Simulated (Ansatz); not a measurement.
Results of PBEsol (Ansatz, a program for electronic structure, plane waves, hard PAW) for cubic perovskite KNiF3.

Numerical settings: plane-wave cutoff 1050 eV, 8×8×8 k mesh, Fermi–Dirac smearing 0.05 eV, magnetic order G, spin-polarised with opposed moments.

Cell (relaxed at this level):

```yaml
crystal:
  lattice:
    - [0.00000, 3.97766, 3.97766]
    - [3.97766, 0.00000, 3.97766]
    - [3.97766, 3.97766, 0.00000]
  atoms:
    - { symbol: K, position: [0.00000, 0.00000, 0.00000] }
    - { symbol: K, position: [0.50000, 0.50000, 0.50000] }
    - { symbol: Ni, position: [0.25000, 0.25000, 0.25000] }
    - { symbol: Ni, position: [0.75000, 0.75000, 0.75000] }
    - { symbol: F, position: [0.00000, 0.00000, 0.50000] }
    - { symbol: F, position: [0.50000, 0.50000, 0.00000] }
    - { symbol: F, position: [0.50000, 0.00000, 0.00000] }
    - { symbol: F, position: [0.00000, 0.50000, 0.50000] }
    - { symbol: F, position: [0.00000, 0.50000, 0.00000] }
    - { symbol: F, position: [0.50000, 0.00000, 0.50000] }
```

### Question
Give the computed band gap.

### Answer

- band gap: 1.33 eV (on the SCF k mesh)

Note: the magnetic order was assumed, not searched for or taken from measurement.

The computed numbers hold no vibrational or temperature effects.

Computing time: very roughly 5 core-minutes.
